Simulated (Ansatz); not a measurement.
The parent structure is a 16-atom supercell of TiN in the rock salt structure (space group Fm-3m, No. 225; a = 4.247 Å) at its relaxed geometry.

Level of theory: PBE (Ansatz, a program for electronic structure), spin-orbit coupling left out.

Base values:

The pressure comes out as 0.0 GPa.

The change: one H atom is added in an open site, starting 1.50 Å from the nearest host atom, atoms relaxed at fixed cell, starting from a slightly rattled geometry.

Task: What happens to the final site of the added atom?

Result: The final site of the added atom comes out as 1 N at 1.05 Å and 3 Ti at 1.91 Å (tetrahedral).

Task: Predict the new largest displacement of a host atom from its site in the perfect cell.

Result: The largest displacement of a host atom from its site in the perfect cell is 0.17 Å.

Task: How does this affect the pressure?

Result: The pressure goes from zero to 7.4 GPa.

The cell is small, so the values are those of an ordered compound at a high defect concentration; dilute-limit values will differ. All final runs are without spin polarisation. An odd electron count without spin: Ti8HN8 and TiN. The defect cell is not spin-polarised.
